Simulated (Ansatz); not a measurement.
# Competing hops of N-vacancy pair in monoclinic ZrO2, charge state +1

Defect: N-vacancy pair (N on one host O site, one O site vacant) in monoclinic ZrO2, charge state +1. Computed with PBE, PAW (plane waves to 420 eV; Ansatz, an electronic-structure program).

Cell of 96 host sites held at the relaxed PBE lattice; the Γ point alone; Fermi-Dirac width 0.01 eV, spin-restricted; finite-size errors left in. Energies are static. The charge state is imposed; whether it is stable for some Fermi level was not computed. Forms of the defect that were not tried may lie lower.

Barriers: single points on a 2×2×2 k-point mesh shifted by half a step at the bands' geometries.

```json
[
 {"Route": "the N atom itself jumps into the vacancy (N-vacancy distance between ideal sites 2.57 Å throughout)", "Start site over the lowest site run (eV)": "1.09", "Hop (Å)": "1.93", "Forward barrier (eV)": "0.18", "Backward barrier (eV)": "1.27", "Neighbours at the start": "Zr at 2.02, Zr at 2.04, Zr at 2.18 Å", "Neighbours at the saddle": "2 Zr at 1.98 Å", "Saddle order": "not checked", "Forward, on the band's own sampling (eV)": "0.17"},
 {"Route": "one O atom jumps into the vacancy from a nearby O site (N-vacancy distance between ideal sites 2.60 → 4.05 Å)", "Start site over the lowest site run (eV)": "0.57", "Hop (Å)": "1.92", "Forward barrier (eV)": "0.74", "Backward barrier (eV)": "0.08", "Neighbours at the start": "O at 2.61, 2 O at 2.68; 2 Zr at 2.13, 2 Zr at 2.42 Å", "Neighbours at the saddle": "Zr at 1.98, Zr at 2.01 Å", "Saddle order": "not checked", "Forward, on the band's own sampling (eV)": "0.72"},
 {"Route": "the N atom itself jumps into the vacancy (N-vacancy distance between ideal sites 2.60 Å throughout)", "Start site over the lowest site run (eV)": "0.57", "Hop (Å)": "2.25", "Forward barrier (eV)": "1.43", "Backward barrier (eV)": "1.43", "Neighbours at the start": "Zr at 2.03, 2 Zr at 2.07 Å", "Neighbours at the saddle": "2 Zr at 1.89 Å", "Saddle order": "not checked, on a symmetry element", "Forward, on the band's own sampling (eV)": "1.42"}
]
```

Paths come from CI-NEB runs.  A band can be held on a symmetry element, so unchecked saddle points there may be too high.

The whole set of runs took about 4 core-hours (a rough figure).
